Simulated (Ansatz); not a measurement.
# What biaxial strain −0.83 %, plane normal [111], relaxed out of plane does to TiC

Base system: TiC in the rock salt structure (space group Fm-3m, No. 225; a = 4.261 Å; relaxed with 0.1 eV smearing). Axes: x, y, z lie along the cube axes.

Now apply this change: biaxial strain −0.83 %, plane normal [111], relaxed out of plane (Cartesian); in-plane vectors clamped, the third vector and the atoms free.

Level of theory: LDA (Ansatz, a program for electronic structure, PAW, without spin-orbit coupling). Γ-centred 23×23×23 mesh, Fermi–Dirac width 0.1 eV.

```json
[
 {"quantity": "volume per atom", "base": "9.67 Å³", "changed": "9.56 Å³", "shift": "-0.11 Å³"},
 {"quantity": "space group", "base": "Fm-3m (No. 225)", "changed": "R-3m (No. 166)", "shift": "–"},
 {"quantity": "shortest interatomic distance", "base": "4.026 bohr", "changed": "4.011 bohr", "shift": "-0.015 bohr"},
 {"quantity": "energy relative to the base (free energy F)", "base": "0 meV/atom", "changed": "+2.5 meV/atom", "shift": "+2.5 meV/atom"},
 {"quantity": "pressure (mean of the normal stresses, compression positive)", "base": "0.0 GPa", "changed": "3.3 GPa", "shift": "+3.3 GPa"},
 {"quantity": "band gap", "base": "zero", "changed": "zero", "shift": "–"},
 {"quantity": "out-of-plane strain", "base": "–", "changed": "+0.52 %", "shift": "–"},
 {"quantity": "ratio −ε⊥/ε∥", "base": "–", "changed": "0.63", "shift": "–"},
 {"quantity": "mean in-plane stress (compression positive)", "base": "–", "changed": "+5.0 GPa", "shift": "–"}
]
```

Final structure (turned so that z lies along the plane normal):

```
TiC
1.0
    2.98792     0.00000     0.00000
    1.49396     2.58761     0.00000
    1.49396    -0.86254     2.47282
Ti C
1 1
Direct
  0.00000   0.00000   0.00000
  0.00000   0.50000   0.50000
```

Cost of the whole job for the changed cell (relaxation, final SCF and bands): around 60 core-seconds (rough).

No phonon test of stability was made. All final runs are without spin polarisation.
